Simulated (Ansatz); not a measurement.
La2O3: pressure series

Base system: La$_{2}$O$_{3}$ (space group P-3m1, No. 164; a = 3.940 Å, c = 6.188 Å).

Cell and atoms are relaxed at each pressure.

All numbers come from DFT with PBE, PAW potentials and a 420 eV plane-wave cutoff in Ansatz (an electronic-structure program), spin-orbit coupling left out.

Notes on the quantities. enthalpy: H = E + PV relative to the base's energy.

```tsv
case	band gap	volume per atom	enthalpy
base	3.83 eV	16.64 Å³	–
pressure −2 GPa	3.82 eV	16.96 Å³	-0.21 eV/atom
pressure −1 GPa	3.83 eV	16.80 Å³	-0.10 eV/atom
pressure 0.9 GPa	3.84 eV	16.51 Å³	+0.09 eV/atom
pressure 2.1 GPa	3.85 eV	16.33 Å³	+0.22 eV/atom
pressure 4.5 GPa	3.86 eV	16.01 Å³	+0.46 eV/atom
pressure 9 GPa	3.87 eV	15.48 Å³	+0.90 eV/atom
pressure 15 GPa	3.84 eV	14.87 Å³	+1.47 eV/atom
pressure 22.5 GPa	(withheld)	(withheld)	+2.15 eV/atom
pressure 30 GPa	3.74 eV	13.72 Å³	+2.80 eV/atom
```

### Question
What belongs in the blanks?

### Answer

- pressure 22.5 GPa, band gap: 3.78 eV
- pressure 22.5 GPa, volume per atom: 14.24 Å³

Load acts through the strain it causes; cell and atoms are relaxed under it. Stability against distortions was not tested. Competing high-pressure phases were not computed.
